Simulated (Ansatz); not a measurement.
These are PBE (plane waves to 420 eV, PAW; Ansatz, a program for electronic structure) values and carry that method's errors.

Planar average of the electrostatic potential across the slab, in eV from the highest filled level, for a constructed model of the (0001) surface of 4H silicon carbide, Si-terminated, (√3x√3)R30° Bi adatom at T4 (bottom of the slab: 3 H on 3 bottom sites):

(z (Å), V (eV)): (3.72, 3.73); (4.01, 3.73); (4.30, 3.73); (4.58, 3.73); (4.87, 3.73); (5.16, 3.73); (5.44, 3.72); (5.73, 3.72); (6.02, 3.72); (6.30, 3.71); (6.59, 3.69); (6.88, 3.65); (7.16, 3.53); (7.45, 3.25); (7.73, 2.43); (8.02, 0.65); (8.31, 0.96); (8.59, 0.05); (8.88, -5.63); (9.17, -12.04); (9.45, -15.26); (9.74, -14.50); (10.03, -12.04); (10.31, -7.23); (10.60, -1.77); (10.89, 0.53); (11.17, -1.07); (11.46, -6.94); (11.74, -13.15); (12.03, -15.62); (12.32, -14.34); (12.60, -11.44); (12.89, -6.18); (13.18, -1.02); (13.46, 0.67); (13.75, -1.80); (14.04, -8.07); (14.32, -13.85); (14.61, -15.47); (14.90, -13.83); (15.18, -10.62); (15.47, -5.20); (15.76, -0.56); (16.04, 0.57); (16.33, -2.13); (16.61, -7.78); (16.90, -13.29); (17.19, -15.35); (17.47, -14.00); (17.76, -10.42); (18.05, -4.84); (18.33, -0.18); (18.62, 1.53); (18.91, 0.98); (19.19, -1.63); (19.48, -4.14); (19.77, -4.73); (20.05, -3.10); (20.34, 0.04); (20.62, 2.51); (20.91, 3.72); (21.20, 4.32); (21.48, 4.61); (21.77, 4.75); (22.06, 4.81); (22.34, 4.85); (22.63, 4.86); (22.92, 4.87); (23.20, 4.88); (23.49, 4.88); (23.78, 4.88); (24.06, 4.88)

Model: 28-atom slab, 11.4 Å thick at the start with caps and adatoms (thin: gaps and levels are the slab's own), 6x6x1 mesh, Fermi-Dirac 0.025 eV, dipole correction, 6 atoms held, the rest relaxed; symmetry of the start imposed; no spin, no spin-orbit, no U. In PBE it is, or lies within 0.01 eV a 1x1 cell of, the lowest of the 2 structures of its composition computed so far; subsurface sites and larger cells were not tried.

Problem. The surface cell has an area of 24.87 Å². What dipole along the normal does the step between the two vacuum levels imply?

Solution. the top vacuum level lies 1.15 eV above the bottom one; p = −ε₀ A ΔV (ε₀ = 0.005526 e/(V·Å)) gives -0.16 e·Å a cell.
